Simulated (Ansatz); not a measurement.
The reference is Mg2Ge in the anti-fluorite structure (space group Fm-3m, No. 225; a = 6.4212 Å).

All numbers come from DFT with PBE, PAW potentials and a 420 eV plane-wave cutoff in Ansatz (a quantum-chemistry and plane-wave program), no spin-orbit coupling.

For the base:

Valley order: X along ⟨100⟩ 0.17 eV; L along ⟨111⟩ 0.94 eV; Γ 0.95 eV

Now apply this change: the cell is scaled by 1.0269 in all directions, atoms relaxed at fixed cell.

Task: Estimate the effect on the valley order, mean gap deformation potential ΔEg/Δln V and energy relative to the base.

Result: The valley order (the lowest conduction-band minima on the path, energy above the VBM, named in the base's zone) becomes X along ⟨100⟩ 0.23 eV; Γ 0.52 eV; L along ⟨111⟩ 0.62 eV (base: X along ⟨100⟩ 0.17 eV; L along ⟨111⟩ 0.94 eV; Γ 0.95 eV); the mean gap deformation potential ΔEg/Δln V amounts to +0.8 eV; the energy rises by 20 meV/atom.

The cells carry an imposed strain or load. Whether these cells are dynamically stable was not tested. A zero or small gap of Mg2Ge can be the functional's error rather than a property of the material.
